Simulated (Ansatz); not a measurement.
**Pt, response to strain**

Consider Pt in the fcc (Cu type) structure (space group Fm-3m, No. 225; relaxed with 0.1 eV smearing).

```
Pt
1.0
    0.00000     1.95989     1.95989
    1.95989     0.00000     1.95989
    1.95989     1.95989     0.00000
Pt
1
Direct
  0.00000   0.00000   0.00000
```

Cartesian axes are those of the cell as printed.

Strains are applied to the cell and any free atomic positions relax; under biaxial strain the out-of-plane vector relaxes too.

Method: plane-wave PAW DFT at the PBEsol level (Ansatz, an electronic-structure program, 420 eV), spin-orbit coupling left out.

Notes on the quantities. energy relative to the base: free energy F.

```json
[
 {"biaxial strain, plane normal [001], relaxed out of plane (%)": "0", "energy relative to the base (meV/atom)": "0.0"},
 {"biaxial strain, plane normal [001], relaxed out of plane (%)": "0.5", "energy relative to the base (meV/atom)": "0.6"},
 {"biaxial strain, plane normal [001], relaxed out of plane (%)": "1", "energy relative to the base (meV/atom)": "?"},
 {"biaxial strain, plane normal [001], relaxed out of plane (%)": "1.5", "energy relative to the base (meV/atom)": "4.9"},
 {"biaxial strain, plane normal [001], relaxed out of plane (%)": "2", "energy relative to the base (meV/atom)": "8.4"},
 {"biaxial strain, plane normal [001], relaxed out of plane (%)": "2.5", "energy relative to the base (meV/atom)": "12.6"},
 {"biaxial strain, plane normal [001], relaxed out of plane (%)": "3", "energy relative to the base (meV/atom)": "17.5"}
]
```

**Question.** Fit ΔE = Aε² + Bε³ (ε in %) to the rows shown and predict the withheld row.

**Answer.** Least squares on the printed values gives A = 2.41 and B = -0.15 meV/atom (largest residual 0.0 meV/atom); this predicts 2.3 meV/atom, and the run gives 2.3 meV/atom, in agreement.

Stability against distortions was not tested. All final runs are without spin polarisation.
